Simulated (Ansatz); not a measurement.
The structure below was relaxed with r2SCAN/PAW in Ansatz (a quantum-chemistry and plane-wave program), no spin-orbit coupling, earlier PAW set.

```
AlIn
1.0
    0.00000     3.14282     3.14282
    3.14282     0.00000     3.14282
    3.14282     3.14282     0.00000
Al In
1 1
Cartesian
  4.71422   4.71422   4.71422
  0.00000   0.00000   0.00000
```

### Question
Find the space group and the Wyckoff positions.

### Answer
Space group F-43m (No. 216); a = 6.2856 Å, b = 6.2856 Å, c = 6.2856 Å, α = 90.00°, β = 90.00°, γ = 90.00°

```json
[
 {"atom": "Al", "site": "4c", "symmetry": "-43m", "x": "0.2500", "y": "0.2500", "z": "0.2500"},
 {"atom": "In", "site": "4a", "symmetry": "-43m", "x": "0.0000", "y": "0.0000", "z": "0.0000"}
]
```

### Question
Describe the coordination.

### Answer
The crystal has 8 atoms in its conventional cell. Lattice parameters: a = 6.2856 Å, b = 6.2856 Å, c = 6.2856 Å, α = 90.00°, β = 90.00°, γ = 90.00°. Al sees 4 In at 2.722 Å (tetrahedral). In is coordinated by 4 Al at 2.722 Å (tetrahedral). (Neighbours: up to the widest gap in distance over summed covalent radii, below 1.35, at either atom.)

Stability against distortions was not tested. The cell was made from InP by this change: P → Al; the result is a hypothetical phase, not in the database extracts checked.
